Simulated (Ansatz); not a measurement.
**Pressure series in hypothetical P6_3/mmc SiS2**

Consider SiS$_{2}$ in the 2H-MoS2 type structure (space group P6_3/mmc, No. 194; a = 3.210 Å, c = 11.768 Å; a hypothetical phase, not in the database extracts checked; layered, stacked along the Cartesian z axis).

Cell and atoms are relaxed at each pressure.

All numbers come from PBE-D3(BJ) (Ansatz, a quantum-chemistry and plane-wave program; PAW; 420 eV plane waves; no SOC), earlier PAW set.

Notes on the quantities. enthalpy: H = E + PV relative to the base's energy.

```tsv
variant	volume per atom	c/a ratio	enthalpy
base	17.50 Å³	3.666	–
pressure −1 GPa	18.11 Å³	3.754	-0.11 eV/atom
pressure 1.8 GPa	?	3.580	+0.19 eV/atom
pressure 4.2 GPa	16.15 Å³	3.516	+0.44 eV/atom
pressure 9 GPa	15.16 Å³	?	+0.91 eV/atom
pressure 18 GPa	14.04 Å³	3.309	+1.73 eV/atom
pressure 30 GPa	12.96 Å³	3.267	+2.74 eV/atom
pressure 45 GPa	?	3.235	+3.90 eV/atom
pressure 60 GPa	?	3.255	+4.98 eV/atom
```

What belongs in the blanks?


- pressure 1.8 GPa, volume per atom: 16.79 Å³
- pressure 9 GPa, c/a ratio: 3.382
- pressure 45 GPa, volume per atom: 11.97 Å³
- pressure 60 GPa, volume per atom: 11.26 Å³

Load acts through the strain it causes; cell and atoms are relaxed under it. Stability against distortions was not tested. No other phases were tried under pressure. The final runs are not spin-polarised.
